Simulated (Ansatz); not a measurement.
Base system: ZnS in the zinc blende structure (space group F-43m, No. 216; a = 5.389 Å). Axes: x, y, z lie along the cube axes.

Computed with plane-wave PAW DFT at the r2SCAN level (Ansatz, a first-principles code, 500 eV), scalar-relativistic without spin-orbit coupling.

Strains are applied to the cell and any free atomic positions relax.

One change was made to it. Results:

```tsv
quantity	base	after
shortest interatomic distance	2.334 Å	2.328 Å
band gap	2.70 eV	2.61 eV
valence-band top at Γ (three highest levels, from the VBM)	0.00, 0.00, 0.00 eV	0.00, -0.09, -0.16 eV
```

Question: What was done to the base?
A. tensor shear ε_xy = +0.57 %
B. tensor shear ε_xy = +1.43 %
C. tensor shear ε_xy = +0.29 %
D. tensor shear ε_xy = +2.00 %

Answer: B, tensor shear ε_xy = +1.43 %. For comparison, the band gap in the other runs: tensor shear ε_xy = +0.57 % gives 2.67 eV; tensor shear ε_xy = +0.29 % gives 2.69 eV; tensor shear ε_xy = +2.00 % gives 2.56 eV.

No phonon test of stability was made.
